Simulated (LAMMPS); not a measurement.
An MD run on a melt made from CdTe (zinc blende), 4096 atoms, at 1080 K and 0 GPa, brought to that temperature within a few picoseconds.

All values are model results, not measurements: classical MD, pair style sw, file CdTeZnSeHgS0.sw, run in LAMMPS.

```tsv
frequency (THz)	vibrational (phonon) density of states (1/THz), total	vibrational (phonon) density of states (1/THz), Cd	vibrational (phonon) density of states (1/THz), Te
0.04500	0.0364	0.0172	0.0193
0.2240	0.0552	0.0260	0.0292
0.4030	0.0927	0.0434	0.0493
0.5825	0.1393	0.0640	0.0754
0.7615	0.1876	0.0843	0.1033
0.9405	0.2307	0.1024	0.1283
1.120	0.2606	0.1157	0.1449
1.299	0.2692	0.1211	0.1481
1.478	0.2524	0.1154	0.1370
1.657	0.2147	0.0992	0.1155
1.837	0.1695	0.0781	0.0914
2.016	0.1317	0.0602	0.0715
2.195	0.1097	0.0502	0.0595
2.374	0.1028	0.0474	0.0553
2.553	0.1060	0.0491	0.0569
2.732	0.1152	0.0530	0.0622
2.912	0.1265	0.0574	0.0691
3.090	0.1356	0.0615	0.0741
3.270	0.1411	0.0653	0.0757
3.449	0.1448	0.0696	0.0752
3.628	0.1499	0.0747	0.0752
3.807	0.1584	0.0804	0.0780
3.986	0.1717	0.0875	0.0841
4.165	0.1883	0.0957	0.0926
4.345	0.2051	0.1035	0.1015
4.524	0.2213	0.1107	0.1107
4.703	0.2390	0.1182	0.1208
4.883	0.2546	0.1242	0.1304
5.062	0.2544	0.1221	0.1323
5.240	0.2240	0.1056	0.1184
5.420	0.1669	0.0771	0.0898
5.599	0.1054	0.0476	0.0578
5.778	0.0608	0.0266	0.0341
5.957	0.0363	0.0155	0.0208
6.136	0.0241	0.0102	0.0140
6.316	0.0174	0.0073	0.0101
6.495	0.0131	0.0055	0.0077
6.674	0.0103	0.0043	0.0060
6.853	0.0083	0.0035	0.0048
7.033	0.0069	0.0030	0.0040
7.212	0.0059	0.0026	0.0034
7.390	0.0052	0.0022	0.0029
7.570	0.0046	0.0020	0.0026
7.749	0.0041	0.0018	0.0023
7.928	0.0037	0.0017	0.0020
8.107	0.0033	0.0015	0.0018
8.287	0.0030	0.0014	0.0016
8.465	0.0027	0.0012	0.0015
8.645	0.0024	0.0011	0.0013
8.824	0.0022	0.0010	0.0012
```

The data show:
- state found: liquid
- mean frequency of the vibrational (phonon) density of states: 3.2 THz

Caution: enthalpy drifts during the constant-pressure average: a transition or slow ageing; fluctuation values are void. Caution: the real compound melts congruently only under the pressure of its own vapour and loses its more volatile element when open. Caution: this liquid lies under the melting point of about 1610 K that CdTeZnSeHgS0.sw gives, so it is undercooled.
